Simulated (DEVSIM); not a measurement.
**Schottky contact on n-type Ge**

Structure: Schottky contact on n-type Ge, at 300 K.

| layer (left to right) | material | thickness (μm) | Nd (cm⁻³) | τn (s) | τp (s) |
|---|---|---|---|---|---|
| 1 | Ge | 10.0 | 9.1e15 | 5.5e-5 | 5.5e-5 |
| 2 | Ge | 14.0 | 1.7e18 | 5.5e-5 | 5.5e-5 |

Left contact: Schottky, work function 4.46 eV, emission velocity 2.9e6 cm/s. Right contact: ohmic. Voltage is applied to the left contact. Recombination: SRH at mid-gap, radiative. Mobility is μmin + (μ − μmin)/(1 + (N/Nref)^α).

The device is made up for the run: typed textbook-type constants, with dimensions and the other settings drawn at random. Values at 300 K.

```tsv
parameter	Ge
gap (eV)	0.664
affinity (eV)	4
permittivity	16
Nc (cm⁻³)	1.04e19
Nv (cm⁻³)	6e18
μn (cm²/Vs)	3900
μp (cm²/Vs)	1900
μn,min	150
μp,min	100
Nref,n	2.6e17
Nref,p	4e17
αn	0.56
αp	0.6
B (cm³/s)	6.4e-14
```

DEVSIM, 1D drift-diffusion, Boltzmann statistics, complete ionisation; no tunnelling, impact ionisation, image-force lowering or self-heating. Metal contacts follow the ideal Schottky-Mott rule: no Fermi-level pinning, no interface dipoles.

```json
{
  "potential_step_across_the_device_at_zero_bias": "0.413 V",
  "Dark forward voltage at 1 A/cm²": "0.067 V",
  "Dark forward voltage at 100 A/cm²": "0.204 V"
}
```

Dark forward current:

(V (V), J (A/cm²)): (0.05, 0.51); (0.10, 3.9); (0.15, 23); (0.20, 93); (0.25, 230); (0.30, 440); (0.35, 790); (0.40, 1500); (0.45, 3000)
